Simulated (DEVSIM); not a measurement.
Device: illuminated Si p-on-n cell, one wavelength, at 300 K.

```tsv
layer (left to right)	material	thickness (μm)	Nd (cm⁻³)	Na (cm⁻³)	τn (s)	τp (s)	absorption coefficient (cm⁻¹)
1	Si	0.470	-	3.7e18	3.1e-7	1.6e-6	51000
2	Si	34.0	1.8e16	-	2.6e-6	2.6e-6	51000
```

Left contact: ohmic, minority electron recombination velocity 1000 cm/s. Right contact: ohmic, minority hole recombination velocity 70000 cm/s. Voltage is applied to the left contact. Recombination: SRH at mid-gap, radiative, Auger. Gap narrowing is on: ΔEg = 6.92 meV × (l + √(l² + 0.5)), l = ln(N/1.3e17 cm⁻³), shared equally by both band edges. Light enters at the left, 1.2e17 photons cm⁻² s⁻¹, one pass, no reflection. Mobility is μmin + (μ − μmin)/(1 + (N/Nref)^α).

Constants are typed, rounded textbook-type inputs, not results; the design itself was drawn at random and stands for no fabricated device. Values at 300 K.

```
parameter           Si
-------------  -------
gap (eV)         1.124
affinity (eV)     4.05
permittivity      11.7
Nc (cm⁻³)      2.86e19
Nv (cm⁻³)       3.1e19
μn (cm²/Vs)       1417
μp (cm²/Vs)        470
μn,min              52
μp,min              45
Nref,n          9.7e16
Nref,p          2.2e17
αn                0.68
αp                0.72
B (cm³/s)      4.7e-15
Cn (cm⁶/s)     2.8e-31
Cp (cm⁶/s)     9.9e-32
```

Model (solved in DEVSIM): 1D drift-diffusion, Boltzmann statistics, complete ionisation; no tunnelling, impact ionisation, image-force lowering or self-heating.

Problem. Tabulate band edges, carrier densities and field at -2.0 V on the left contact, in the dark.

Solution. Energies count from the Fermi level of the right contact; mesh points crowd at the junctions.

| x (μm) | Ec (eV) | Ev (eV) | n (cm⁻³) | p (cm⁻³) | field (V/cm) |
|---|---|---|---|---|---|
| 0.000 | 3.022 | 1.945 | < 1e2 | 3.7e18 | ≈ 0 |
| 0.02694 | 3.022 | 1.945 | < 1e2 | 3.7e18 | ≈ 0 |
| 0.08489 | 3.022 | 1.945 | < 1e2 | 3.7e18 | ≈ 0 |
| 0.1970 | 3.022 | 1.945 | < 1e2 | 3.7e18 | ≈ 0 |
| 0.3753 | 3.022 | 1.945 | < 1e2 | 3.7e18 | ≈ 0 |
| 0.4384 | 3.022 | 1.945 | < 1e2 | 3.7e18 | ≈ 0 |
| 0.4677 | 3.008 | 1.931 | < 1e2 | 2.1e18 | -63000 |
| 0.5073 | 2.560 | 1.437 | < 1e2 | 1.1e10 | -110000 |
| 0.5847 | 1.760 | 0.636 | 170 | 1000 | -93000 |
| 0.7469 | 0.622 | -0.501 | 1.0e9 | 260 | -48000 |
| 1.126 | 0.191 | -0.933 | 1.8e16 | < 1e2 | ≈ 0 |
| 2.408 | 0.191 | -0.933 | 1.8e16 | 320 | ≈ 0 |
| 4.704 | 0.191 | -0.933 | 1.8e16 | 810 | ≈ 0 |
| 10.07 | 0.191 | -0.933 | 1.8e16 | 1900 | ≈ 0 |
| 24.06 | 0.191 | -0.933 | 1.8e16 | 4500 | ≈ 0 |
| 29.68 | 0.191 | -0.933 | 1.8e16 | 5600 | ≈ 0 |
| 32.37 | 0.191 | -0.933 | 1.8e16 | 6000 | ≈ 0 |
| 33.51 | 0.191 | -0.933 | 1.8e16 | 6200 | ≈ 0 |
| 34.15 | 0.191 | -0.933 | 1.8e16 | 6300 | ≈ 0 |
| 34.34 | 0.191 | -0.933 | 1.8e16 | 6400 | ≈ 0 |
| 34.42 | 0.191 | -0.933 | 1.8e16 | 6400 | ≈ 0 |
| 34.47 | 0.191 | -0.933 | 1.8e16 | 6400 | ≈ 0 |
